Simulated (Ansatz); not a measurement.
Structures of equal composition on the (100) surface of rock-salt TiN: Mg on all Ti sites of the second plane; Mg on all Ti sites of the top plane. The slabs share one bottom face, and each structure is named by its start. These are constructed structures in small cells; real faces may alloy, dewet or reconstruct in larger ones, and not all known structures of the face are among them. Slabs of about 13 Å, Fermi-Dirac smearing of 0.1 eV. Bottom of the slabs: a bare face, its two planes held. Relaxed from the named starts with such symmetry as they have, on meshes of like density; energies extrapolated to zero smearing; spin only where a row says so; no spin-orbit coupling, no U. Brackets mark spin-polarised runs, whose order is one that fits the cell.

The numbers are results of PBE (plane waves to 420 eV, PAW; Ansatz, a program for electronic structure), not measurements.

Question: Put the candidates in order of energy per 1x1 cell, lowest first, for PBE.

Answer: Mg on all Ti sites of the top plane (0.000 eV), Mg on all Ti sites of the second plane (0.076 eV)
